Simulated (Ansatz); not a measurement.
## Zr: Zr → Y

Take Zr in the hcp (Mg type) structure (space group P6_3/mmc, No. 194; a = 3.184 Å, c = 5.117 Å) as the base.

Perturbation: every Zr is replaced by Y, then cell and atoms are relaxed.

Calculations: Kohn–Sham DFT with the PBEsol functional, run in Ansatz (a quantum-chemistry and plane-wave program) with PAW and 420 eV plane waves, no SOC. Settings: 15×15×9 k-points, 0.05 eV Fermi–Dirac smearing, for the changed cell.

| quantity | base | changed | shift |
|---|---|---|---|
| density | 6.74 g/cm³ | 4.71 g/cm³ | -2.03 g/cm³ |
| lattice parameter a | 3.184 Å | 3.599 Å | +0.415 Å |
| c/a ratio | 1.607 | 1.552 | -0.055 |
| space group | P6_3/mmc (No. 194) | P6_3/mmc (No. 194) | – |
| shortest interatomic distance | 3.150 Å | 3.482 Å | +0.3314 Å |
| band gap | zero | zero | – |

Final structure:

```
Y
1.0
    3.59942     0.00000     0.00000
   -1.79971     3.11719     0.00000
    0.00000     0.00000     5.58709
Y
2
Direct
  0.33333   0.66667   0.75000
  0.66667   0.33333   0.25000
```

No phonon test of stability was made. All final runs are without spin polarisation.
